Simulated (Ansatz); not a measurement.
Results of PBEsol-D3(BJ) (plane waves, PAW; Ansatz, a first-principles code) for L1₀ (CuAu-type) TiAl.

Run with plane-wave cutoff 520 eV, 20×20×14 k mesh (along the axes of the cell as run), Fermi–Dirac smearing 0.05 eV, no spin polarisation, scalar-relativistic PAW data made under PBE.

Cell (relaxed at this level):

```cif
data_AlTi
_chemical_formula_sum 'Ti1 Al1'
_space_group_name_H-M_alt 'P4/mmm'
_space_group_IT_number 123
_space_group_name_Hall '-P 4 2'
_cell_length_a 2.75679
_cell_length_b 2.75679
_cell_length_c 3.98354
_cell_angle_alpha 90.000
_cell_angle_beta 90.000
_cell_angle_gamma 90.000
loop_
_atom_site_label
_atom_site_type_symbol
_atom_site_symmetry_multiplicity
_atom_site_Wyckoff_symbol
_atom_site_fract_x
_atom_site_fract_y
_atom_site_fract_z
_atom_site_occupancy
Ti1 Ti 1 a 0.00000 0.00000 0.00000 1
Al1 Al 1 d 0.50000 0.50000 0.50000 1
```

### Question
Predict the bulk modulus and pressure derivative B′ of the bulk modulus.

### Answer

* **bulk modulus**: 130 GPa
* **pressure derivative B′ of the bulk modulus**: 3.8

The run finds no gap.

Note: the bulk modulus comes from volumes at which shape and atoms were relaxed.

Static lattice: no zero-point or thermal effects.
